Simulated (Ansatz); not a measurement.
**Y: isotropic strain −0.50 %**

The reference is Y in the hcp (Mg type) structure (space group P6_3/mmc, No. 194; a = 3.652 Å, c = 5.703 Å; relaxed with 0.1 eV smearing).

It is then changed as follows: the cell is scaled by 0.9950 in all directions, atoms relaxed at fixed cell.

Computed with Kohn–Sham DFT with the PBE functional, run in Ansatz (a first-principles code) with PAW and 420 eV plane waves, without spin-orbit coupling. Settings: 18×18×10 k-points, 0.1 eV Fermi–Dirac smearing.

- Volume per atom: 32.45 Å³ (base 32.94 Å³)
- Space group: P6_3/mmc (No. 194) (base P6_3/mmc (No. 194))
- Shortest interatomic distance: 3.529 Å (base 3.546 Å)
- Energy relative to the base (free energy F): +0.9 meV/atom
- Pressure (mean of the normal stresses, compression positive): 0.6 GPa (base 0.0 GPa)
- Band gap: zero (base zero)

Final structure:

```xyz
2
Lattice="3.6341 0.0000 0.0000 -1.8170 3.1472 0.0000 0.0000 0.0000 5.6744" Properties=species:S:1:pos:R:3 pbc="T T T"
Y      1.8170     1.0491     4.2558
Y      0.0000     2.0981     1.4186
```

Cost of the whole job for the changed cell (relaxation, final SCF and bands): about 8 core-seconds (a rough figure).

Whether these cells are dynamically stable was not tested. All final runs are without spin polarisation.
